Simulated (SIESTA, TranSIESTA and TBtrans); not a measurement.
Run with TranSIESTA and TBtrans (open boundaries, self-consistent; PseudoDojo norm-conserving potentials, scalar-relativistic): Spin polarized, PAO.BasisSize DZP, PAO.EnergyShift 0.15 eV, XC.Authors PBE, Mesh.Cutoff 200 Ry, ElectronicTemperature 300 K, TS.Voltage 0.0 eV, TBT.Elecs.Eta 0.001 eV.

Device: Rh chain with a Rh atom beside one bond. Leads: straight Rh chain, spacing 2.3 Å. Geometry: as built, not relaxed.

Predict: conductance at 300 K (G0 = 2e²/h); mean T from −0.5 to 0.5 eV; spin polarisation of the conductance, (up − down)/(up + down).

conductance at 300 K (G0 = 2e²/h): 3.06; mean T from −0.5 to 0.5 eV: 2.86; spin polarisation of the conductance, (up − down)/(up + down): -0.07. The magnetic order of the leads was set by the start, and no other order was tried; the separate lead runs end at 0.62 (left) and 0.62 (right) μB an atom. The straight chain is held at its spacing; free chains may zigzag or dimerise.
